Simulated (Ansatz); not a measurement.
Data:

```
CELL_PARAMETERS angstrom
      0.00000     3.24179     3.24179
      3.24179     0.00000     3.24179
      3.24179     3.24179     0.00000
ATOMIC_POSITIONS crystal
  Ta 0.25000 0.25000 0.25000
  Ta 0.75000 0.75000 0.75000
  Ta 0.50000 0.50000 0.50000
  W  0.00000 0.00000 0.00000
```

The numbers are results of PBEsol, DFPT electron-phonon coupling, linearised Boltzmann equation (plane waves, PAW, scalar-relativistic; Ansatz, a first-principles code), not measurements. How the cell was made: relaxed with this functional, without spin-orbit coupling.

Question: Estimate the phonon-limited resistivity at 300 K, by direction if it differs.

Answer: 9.1 μΩ·cm.

Question: How long is the mean free path there?

Answer: 6.1 nm, weighted by the current that each state carries. Wires not much wider than this gain resistivity from their walls.

A metal at this level (no band gap). Only scattering by harmonic phonons is included (no impurities, grain boundaries, electron-electron scattering or thermal expansion). Spin-orbit coupling is left out, which matters with elements this heavy. Halving the electron mesh (24x24x24) moves the resistivity by up to 2 % at 300 K, the mean free path by up to 2 %. Smearing 0.20 eV; phonons on a 4x4x4 q mesh, which this run doesn't test.

Computed structure, not matched to a measured one here, so possibly hypothetical: Ta3W (Fm-3m).
